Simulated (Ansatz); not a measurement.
System: BeS (model structure, started from the GeS type, Pnma, No. 62, 8 atoms in the cell). Method: r²SCAN+rVV10 (Ansatz, a program for electronic structure, plane waves, PAW).

Settings: plane-wave cutoff 560 eV, 6×18×16 k mesh (along the axes of the cell as run), Fermi–Dirac smearing 0.05 eV, scalar-relativistic PAW data made under PBE.

Cell (relaxed at this level):

```xyz
8
Lattice="5.9061 0.0000 0.0000 0.0000 3.4899 0.0000 0.0000 0.0000 5.9785" Properties=species:S:1:pos:R:3 pbc="T T T"
Be     0.8566     0.8725     2.4190
Be     2.0965     2.6175     5.4083
Be     5.0496     2.6175     3.5595
Be     3.8096     0.8725     0.5702
S      4.6117     0.8725     2.4893
S      4.2475     2.6175    -0.5000
S      1.2944     2.6175     3.4892
S      1.6587     0.8725     6.4785
```

What does this level give for the band gap?


band gap: 4.15 eV (on the SCF k mesh)

Note: the relaxation could raise the start's symmetry but not lower it, so the cell can be a saddle point.

The computed numbers hold no vibrational or temperature effects.

Computing time: very roughly 70 core-minutes.

A model structure was made by putting elements into a prototype or built by hand; it is no filed structure, need not be a known phase, and can be a saddle point held by its symmetry.
